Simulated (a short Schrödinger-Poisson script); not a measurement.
Structure: symmetric double-gate stack, Al2O3 on p-type Si(110), at 300 K.

```
layer  material  thickness (nm)  Na (cm⁻³)
-----  --------  --------------  ---------
1         Al2O3             4.4          -
2            Si               3       6e17
3         Al2O3             4.4          -
```

Constants are typed, rounded textbook-type inputs, not results; the design itself was drawn at random and stands for no fabricated device. Al2O3: permittivity 9, conduction-band edge (eV) 2.7, gap (eV) 6.8, electron mass (mₑ) 0.3. Si: permittivity 11.7, conduction-band edge (eV) 0, gap (eV) 1.124, Nv at 300 K (cm⁻³) 3.1e19.

Channel valleys (confinement mass, in-plane density-of-states mass, number): Δ4 0.315, 0.324, 4; Δ2 0.19, 0.417, 2. At the gates, both at one voltage, the conduction-band edge of layer 1 lies 3.03 eV − eVg above the Fermi level of the channel. Gaps are held at their typed values at every temperature. Mesh 0.03 nm at interfaces.

Solved with a short Schrödinger-Poisson script written for these runs: 1D Poisson equation in equilibrium, electrons quantum, Hartree (BenDaniel-Duke, 12 states a valley, the channel's in-plane mass for all, wave functions free to enter the dielectric), parabolic valleys, classical holes, full ionisation, no traps, pinning or gate leakage.

The same stack at other levels of the model or other numerical settings:

```
run                                          sheet density of all electrons at Vg = 1.8 V (cm⁻²)  sheet density of all electrons at Vg = 0.6 V (cm⁻²)  capacitance of both gates at Vg = 1.8 V (μF/cm²)  rough cost against the base
-------------------------------------------  ---------------------------------------------------  ---------------------------------------------------  ------------------------------------------------  ---------------------------
base                                                                                     2.65e13                                              3.83e12                                              3.12                      about 1
electrons treated as classical, Boltzmann                                                3.10e13                                           (withheld)                                              3.49                         0.03
electrons treated as classical, Fermi-Dirac                                              2.97e13                                           (withheld)                                        (withheld)                         0.08
mesh six times as coarse                                                                 2.64e13                                              3.79e12                                              3.11                          0.3
one subband a valley                                                                     2.65e13                                              3.83e12                                              3.12                          0.4
```

Fill in the missing entries.


- electrons treated as classical, Fermi-Dirac, capacitance of both gates at Vg = 1.8 V (μF/cm²): 3.30
- electrons treated as classical, Boltzmann, sheet density of all electrons at Vg = 0.6 V (cm⁻²): 5.71e12
- electrons treated as classical, Fermi-Dirac, sheet density of all electrons at Vg = 0.6 V (cm⁻²): 5.57e12

The classical rows ignore confinement, and Boltzmann statistics overrate the density once the band edge passes the Fermi level.
